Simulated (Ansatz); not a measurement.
# What x(Au) = 0.5, 4 atoms, I4_1/amd does to Ir

The reference is Ir in the fcc (Cu type) structure (space group Fm-3m, No. 225; a = 3.8450 Å).

The other end (x = 1) is Au in the fcc (Cu type) structure (space group Fm-3m, No. 225): 17.53 Å³/atom, gap zero.

The change: a fraction x = 0.5 of the Ir sites is given to Au, ordered in a cell of 4 atoms (starting symmetry I4_1/amd) and fully relaxed.

Computed with Kohn–Sham DFT with the r2SCAN functional, run in Ansatz (a quantum-chemistry and plane-wave program) with PAW and 500 eV plane waves, scalar-relativistic without spin-orbit coupling, earlier PAW set. Settings: 16×16×16 k-points, 0.05 eV Fermi–Dirac smearing, for the changed cell.

Volume per atom: 15.71 Å³ (base 14.21 Å³)
Shortest interatomic distance: 2.799 Å (base 2.719 Å)
Band gap: zero (base zero)
Mixing energy: +0.47 eV/atom (to 0.01 eV only: unlike meshes or grids)
Deviation of the volume from the linear (Vegard-type) interpolation: -1.0 %

Each cell is one ordered arrangement of few atoms, which overstates ordering effects compared with a random alloy. With Au and Ir present, leaving out spin-orbit coupling can change the band edges. No phonon test of stability was made. The final runs are not spin-polarised. IrAu has a high density of states at the Fermi level and may be magnetic at this level.
